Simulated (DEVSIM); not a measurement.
Structure: Schottky contact on n-type Si, at 300 K.

Layer 1 from the left is Si, thickness (μm) 1.60, Nd (cm⁻³) 2.5e16, τn (s) 0.00069, τp (s) 0.00069.

Left contact: Schottky, work function 4.84 eV, emission velocity 9.8e6 cm/s. Right contact: ohmic. Voltage is applied to the left contact. Recombination: SRH at mid-gap, radiative, Auger. Mobility is μmin + (μ − μmin)/(1 + (N/Nref)^α).

Constants are typed, rounded textbook-type inputs, not results; the design itself was drawn at random and stands for no fabricated device. Values at 300 K.

Si: gap (eV) 1.124, affinity (eV) 4.05, permittivity 11.7, Nc (cm⁻³) 2.86e19, Nv (cm⁻³) 3.1e19, μn (cm²/Vs) 1417, μp (cm²/Vs) 470, μn,min 52, μp,min 45, Nref,n 9.7e16, Nref,p 2.2e17, αn 0.68, αp 0.72, B (cm³/s) 4.7e-15, Cn (cm⁶/s) 2.8e-31, Cp (cm⁶/s) 9.9e-32.

Model (solved in DEVSIM): 1D drift-diffusion, Boltzmann statistics, complete ionisation; no tunnelling, impact ionisation, image-force lowering or self-heating. Metal contacts follow the ideal Schottky-Mott rule: no Fermi-level pinning, no interface dipoles.

Dark forward current:

| |V| (V) | |J| (A/cm²) |
|---|---|
| 0.05 | 1.234e-5 |
| 0.10 | 9.704e-5 |
| 0.15 | 0.0006779 |
| 0.20 | 0.004655 |
| 0.25 | 0.03183 |
| 0.30 | 0.2167 |
| 0.35 | 1.466 |
| 0.40 | 9.728 |
| 0.45 | 59.80 |
| 0.50 | 280.7 |
| 0.55 | 820.0 |
| 0.60 | 1628 |
| 0.65 | 2592 |

### Question
Work out the local ideality factor n = ΔV / (kT/q · ln(J2/J1)) between the rows 0.15 and 0.20 V, 0.60 and 0.65 V.

### Answer
kT/q = 25.85 mV. From 0.15 to 0.20 V: ln(0.004655/0.0006779) = 1.927, n = 1.00, near the 1 of diffusion or emission over a barrier. From 0.60 to 0.65 V: ln(2592/1628) = 0.465, n = 4.16; the layers' resistance at their doping, Σ W/(qμN) = 3.9e-5 Ω cm², would take 37 mV of this step of 50 mV.

### Question
Estimate the current at 0.25 V for emission alone, J0 = q v N_band exp(−φB/kT), and read the barrier back from the simulated current.

### Answer
φB = 0.790 eV, N_band = 2.86e19 cm⁻³, J0 = 2.40e-6 A/cm²; J = J0 (exp(qV/kT) − 1) = 0.0380 A/cm². The simulation gives 0.0318 A/cm²; the estimate lies 19 % above. Read backwards, the simulated current gives an apparent barrier of 0.795 eV. The estimate leaves out transport through the depletion region and minority injection.
